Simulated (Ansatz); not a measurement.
Start from MoTe2 (space group P6_3/mmc, No. 194; a = 3.4340 Å, c = 13.3294 Å; layered, stacked along the Cartesian z axis).

All numbers come from PBEsol-D3(BJ)/PAW in Ansatz (a program for electronic structure), no spin-orbit coupling.

Strains are applied to the cell and any free atomic positions relax.

One change was made to it. Results:

The energy increases by 1.5 meV/atom; the largest internal atomic displacement comes out as 0.015 Å; the pressure (mean of the normal stresses, compression positive) goes from zero to 12.4 kbar.

**Question.** Name the change that was made.
A. isotropic strain −2.40 %
B. isotropic strain −0.60 %
C. isotropic strain −3.00 %

**Answer.** B, isotropic strain −0.60 %. For comparison, the energy relative to the base in the other runs: isotropic strain −3.00 % gives +43 meV/atom; isotropic strain −2.40 % gives +27 meV/atom.

A case with no gap was solved on a k-mesh chosen for an insulator, which is coarse for it. Whether these cells are dynamically stable was not tested. All final runs are without spin polarisation.
